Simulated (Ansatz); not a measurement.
The reference is AlN in the zinc blende structure (space group F-43m, No. 216; a = 4.378 Å).

Computed with PBEsol, PAW, 420 eV (Ansatz, a first-principles code; no SOC).

For the base:

The electron mass is 0.52 mₑ along k, 0.32 mₑ across (at X) and the band gap is 3.19 eV. The gap character is indirect, Γ → X.

It is then changed as follows: every Al is replaced by Lu; the structure is relaxed again.

Problem. What does the calculation give for the electron mass after the change?

Solution. The electron mass changes from 0.52 mₑ along k, 0.32 mₑ across (at X) to 0.30 mₑ (at Γ).

Problem. Predict the new band gap.

Solution. The band gap decreases by 1.03 eV (3.19 eV → 2.16 eV).

Problem. What happens to the gap character?

Solution. The gap character changes from indirect, Γ → X to indirect, W → Γ.

Effective masses come from finite differences of ±0.01 Å⁻¹. Along k means along the line from Γ to the band edge. Whether these cells are dynamically stable was not tested. As relaxed here, LuN is a hypothetical phase, not in the database extracts checked. This is not the structure that AlN has at room temperature and ambient pressure.
